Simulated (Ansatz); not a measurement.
LiF: uniaxial stress, 3 GPa tension along x

The parent structure is LiF in the rock salt structure (space group Fm-3m, No. 225; a = 3.9902 Å). Axes: x, y, z lie along the cube axes.

Now apply this change: uniaxial stress, 3 GPa tension along x, with the cell and atoms free to relax against it.

The values are results of Ansatz (an electronic-structure program), r2SCAN, PAW, cutoff 500 eV, no spin-orbit coupling, not measurements. k-mesh 14×14×14 (Γ-centred); smearing 0.05 eV (Fermi–Dirac).

| quantity | base | changed | shift |
|---|---|---|---|
| volume per atom | 7.94 Å³ | 8.07 Å³ | +0.13 Å³ |
| energy relative to the base (free energy F) | 0 meV/atom | +2.4 meV/atom | +2.4 meV/atom |
| band gap | 10.33 eV | 10.12 eV | -0.21 eV |
| gap character | direct at Γ | direct at Γ | – |
| electron mass | 0.88 mₑ (at Γ) | 0.87 mₑ (at Γ) | – |
| valence-band top at Γ (three highest levels, from the VBM) | – | 0.00, -0.08, -0.08 eV | – |
| strain response (xx, yy, zz) | – | (+3.13, −0.73, −0.73) % | – |
| secant Young's modulus along x | – | 96 GPa | – |
| mean lateral Poisson ratio | – | 0.23 | – |

Effective masses come from finite differences of ±0.01 Å⁻¹. Stability under load was not tested beyond the relaxation. k-point labels follow each cell's own Brillouin zone.
